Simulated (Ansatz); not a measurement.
The parent structure is Zr in the hcp (Mg type) structure (space group P6_3/mmc, No. 194; relaxed with 0.1 eV smearing).

```xyz
2
Lattice="3.2443 0.0000 0.0000 -1.6222 2.8097 0.0000 0.0000 0.0000 5.1580" Properties=species:S:1:pos:R:3 pbc="T T T"
Zr     1.6222     0.9366     3.8685
Zr     0.0000     1.8731     1.2895
```

Cartesian axes are those of the cell as printed.

Calculations: r2SCAN, PAW, 500 eV (Ansatz, a quantum-chemistry and plane-wave program; no SOC).

Base values:

| Property | Value |
|---|---|
| Shortest interatomic distance | 3.187 Å |

One thing is altered: uniaxial strain ε_zz = +1.00 %, all other strain components held at zero, atoms relaxed at fixed cell.

Task: Predict the new shortest interatomic distance.

Result: The shortest interatomic distance increases by 0.021 Å, from 3.187 Å to 3.208 Å.

Task: Predict the new energy relative to the base.

Result: The energy grows by 1.2 meV/atom.

Task: What happens to the stress?

Result: The stress (xx, yy, zz, yz, xz, xy; compression positive) comes out as (-0.6, -0.6, -1.6, 0.0, 0.0, 0.0) GPa.

No phonon test of stability was made. The final runs are not spin-polarised.
